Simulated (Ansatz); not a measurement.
A self-consistent single point of TcTe (Cmcm, 4 atoms in the cell) with Ansatz (a quantum-chemistry and plane-wave program).

Level of theory: PBE (plane waves, PAW; Ansatz).

```xyz
4
Lattice="2.5223 -6.6653 0.0000 2.5223 6.6653 0.0000 0.0000 0.0000 4.9708" Properties=species:S:1:pos:R:3 pbc="T T T"
Te     2.5223    -0.8532     1.2427
Te     2.5223     0.8532     3.7281
Tc     2.5223    -4.7290     1.2427
Tc     2.5223     4.7290     3.7281
```

Reference input (self-consistent single point, DFT, PBE, plane waves, default PAW files): kpoints.mp_grid.grid = 6 6 6; hamiltonian.xc = pbe; hamiltonian.pseudopotentials = {kind: paw} (the program's default PAW files); scf.occupations.method = cold; scf.occupations.width = 0.136 eV. This run's input differs from it in these lines:

Ansatz 0.2 input:
```diff
@@ -17,3 +17,3 @@
 scf:
-  occupations: { method: cold, width: 0.136 eV }
+  occupations: { method: cold, width: 0.05 eV }
 output:
```

The program printed (abridged):

```
SCF iter   1: F=—  HF=-24749.101338 eV  |F-HF|=—  |Δ(HF+E_count)|=         —  Δρ=1.30e-1  dr2=7.68e1  ethr=3.10e-3  ⟨swp⟩=5.6  Hψ=7070  notcnv=0
all-band conjugate gradients solve this SCF's bands
preconditioner: auto → LDOS
SCF iter   2: F=—  HF=-24743.151891 eV  |F-HF|=—  |Δ(HF+E_count)|=    5.95e0  S|Δr|=    0.00e0  Δρ=6.71e-2  dr2=3.87e0  ethr=3.10e-3  ⟨swp⟩=3.1  Hψ=4429  notcnv=0  defer=86
   [... lines left out ...]
SCF iter  10: F=—  HF=-24742.502648 eV  |F-HF|=—  |Δ(HF+E_count)|=   1.45e-4  S|Δr|=    0.00e0  Δρ=1.26e-4  dr2=1.42e-5  ethr=1.23e-7  ⟨swp⟩=1.0  Hψ=1969  notcnv=0  defer=41
SCF iter  11: F=—  HF=-24742.502649 eV  |F-HF|=—  |Δ(HF+E_count)|=   2.68e-7  S|Δr|=    0.00e0  Δρ=3.31e-5  dr2=1.02e-6  ethr=2.29e-8  ⟨swp⟩=1.0  Hψ=1933  notcnv=0  defer=41
SCF iter  12: F=-24742.502649 eV  HF=-24742.502649 eV  |F-HF|=5.75e-10  |Δ(HF+E_count)|=   6.34e-8  S|Δr|=    0.00e0  Δρ=4.20e-6  dr2=2.49e-8  ethr=1.61e-10  ⟨swp⟩=8.1  Hψ=8892  notcnv=0
SCF 1 converged in 12 iterations: F = -24742.502649 eV  dr2 = 2.49e-8
Stability not checked (fill_not_monotonic)
Free energy (F): -24742.502649 eV
Internal energy: -24742.500173 eV  (E = F + TS)
E sigma→0 (E₀):  -24742.501823 eV
Entropy (-TS):   -0.002475 eV (-0.619 meV/atom)
Fermi energy:    5.621744 eV
--- Forces (eV/Å), atoms counted from 1 ---
  atom   1  Te    -0.00000000    -1.29035922    -0.00000000
  atom   2  Te     0.00000000     1.29035922     0.00000000
  atom   3  Tc     0.00000000    -0.47755909     0.00000000
  atom   4  Tc    -0.00000000     0.47755909    -0.00000000
--- Stress (GPa, compression-positive) ---
      -13.475719       0.000000       0.000000
        0.000000     -11.438379       0.000000
        0.000000       0.000000      -7.893120
  P = ⅓ Tr σ = -10.9357 GPa (-109.357 kbar)
  The stress holds the Pulay correction. Without it, at fixed plane waves, as pw.x and ABINIT print it: P = -10.9387 GPa
```

The run converged in 12 iterations. Against the reference run the free energy rises by 3.5 meV/atom, the pressure moves little (-10.87 to -10.94 GPa) and the largest force goes from 1.262 to 1.290 eV/Å.

The starting cell was generated: these elements placed on a structure prototype, without a prior relaxation; it need not be a known phase or ordering of this composition. Spin-orbit coupling is off. Spin polarisation is off. With a pressure of about -11 GPa the cell is away from its equilibrium volume at this level. Forces in this geometry exceed 1 eV/Å. Ansatz's pressure includes its estimate of the finite-basis (Pulay) stress.

Cost on one core of a shared machine: roughly 30 s.
